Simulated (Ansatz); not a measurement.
Start from AgI in the wurtzite structure (space group P6_3mc, No. 186).

```xyz
4
Lattice="4.5603 0.0000 0.0000 -2.2802 3.9494 0.0000 0.0000 0.0000 7.4506" Properties=species:S:1:pos:R:3 pbc="T T T"
Ag     2.2802     1.3165     0.0013
Ag     0.0000     2.6329     3.7266
I      2.2802     1.3165     4.6569
I      0.0000     2.6329     0.9316
```

Cartesian axes are those of the cell as printed.

Calculations: DFT with PBEsol, PAW potentials and a 420 eV plane-wave cutoff in Ansatz (a program for electronic structure), scalar-relativistic without spin-orbit coupling, earlier PAW set.

Base values:

| Property | Result |
|---|---|
| Band gap | 1.23 eV |
| Volume per atom | 33.55 Å³ |
| Pressure | 0.0 kbar |

Perturbation: biaxial strain −3.74 %, plane normal [001], relaxed out of plane (Cartesian); in-plane vectors clamped, the third vector and the atoms free.

What happens to the band gap?

The band gap shrinks by 0.10 eV (1.23 eV → 1.13 eV).

What does the calculation give for the volume per atom after the change?

The volume per atom decreases by 1.10 Å³, from 33.55 Å³ to 32.45 Å³.

What happens to the pressure?

The pressure (mean of the normal stresses, compression positive) goes from zero to 9.6 kbar.

With I present, leaving out spin-orbit coupling can change the band edges. Stability against distortions was not tested.
